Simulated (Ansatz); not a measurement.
Consider Pd in the fcc (Cu type) structure (space group Fm-3m, No. 225; a = 3.943 Å).

One thing is altered: hydrostatic tension (pressure −2 GPa).

Levels (all Ansatz, an electronic-structure program, PAW): PBE (420 eV, no spin-orbit coupling); r2SCAN (500 eV, scalar-relativistic without spin-orbit coupling).

The geometry is relaxed with PBE.

```
Property         Value
------------  --------
PBE pressure  -2.0 GPa
```

Predict the pressure from r2SCAN.

The pressure shrinks by 4.4 GPa (-2.0 GPa → -6.4 GPa).

Single points use the geometry relaxed with PBE. Their cutoffs differ, which shifts pressures a little. Load acts through the strain it causes; cell and atoms are relaxed under it. Whether these cells are dynamically stable was not tested. All final runs are without spin polarisation. Pd has a high density of states at the Fermi level and may be magnetic at this level.
